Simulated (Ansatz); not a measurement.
Consider interstitial C in silicon, neutral cell. Level of theory: PBE, PAW (plane waves to 420 eV; Ansatz, a first-principles code).

Settings: 64 host sites, the relaxed PBE lattice, a 2×2×2 k-point mesh shifted by half a step, smearing 0.01 eV, spin-restricted, no image-charge correction. No zero-point or tunnelling terms. The charge state is imposed; whether it is stable for some Fermi level was not computed. Sites that were not tried may lie lower.

Barriers: single points on a 3×3×3 k-point mesh shifted by half a step at the bands' geometries.

The step: several atoms move together, C the farthest. Atoms about the jump, Cartesian Å from the middle of the jump, before and after:

```csv
atom,x0,y0,z0,x1,y1,z1
C1,0.13,0.68,0.13,-0.13,-0.68,-0.13
Si2,-0.38,-0.55,-1.10,-0.13,-0.69,-1.88
Si3,1.88,0.69,0.13,1.10,0.55,0.38
Si4,-1.58,-2.11,0.15,-1.37,-1.92,0.38
Si5,-0.38,1.92,1.37,-0.15,2.11,1.58
Si6,-2.91,-0.72,1.53,-2.93,-0.66,1.58
Si7,-1.58,0.66,2.93,-1.53,0.72,2.91
Si8,-1.58,0.70,-2.66,-1.61,0.79,-2.83
Si9,2.83,-0.79,1.61,2.66,-0.70,1.58
Si10,-1.58,3.48,0.11,-1.49,3.42,0.13
Si11,-0.13,-3.42,1.49,-0.11,-3.48,1.58
Si12,-2.91,2.08,-1.27,-2.85,2.03,-1.23
Si13,1.23,-2.03,2.85,1.27,-2.08,2.91
Si14,1.18,-1.92,-2.47,1.34,-2.16,-2.83
Si15,2.83,2.16,-1.34,2.47,1.92,-1.18
Si16,-4.22,0.68,0.13,-4.23,0.67,0.13
```

Question: Give the saddle-point geometry and the barrier.

Answer: 
```csv
atom,x,y,z
C1,-0.30,-0.01,0.29
Si2,-0.28,-0.55,-1.50
Si3,1.49,0.54,0.28
Si4,-1.33,-1.77,0.32
Si5,-0.32,1.76,1.32
Si6,-2.96,-0.67,1.58
Si7,-1.59,0.66,2.95
Si8,-1.61,0.80,-2.81
Si9,2.80,-0.80,1.61
Si10,-1.50,3.39,0.08
Si11,-0.09,-3.40,1.49
Si12,-2.91,2.07,-1.28
Si13,1.28,-2.08,2.90
Si14,1.25,-2.02,-2.60
Si15,2.60,2.01,-1.26
Si16,-4.23,0.69,0.12
```
It lies 0.48 eV above the start and 0.48 eV above the end. The saddle point's order was not checked, and it lies on a symmetry element of the cell, where a band can be held.
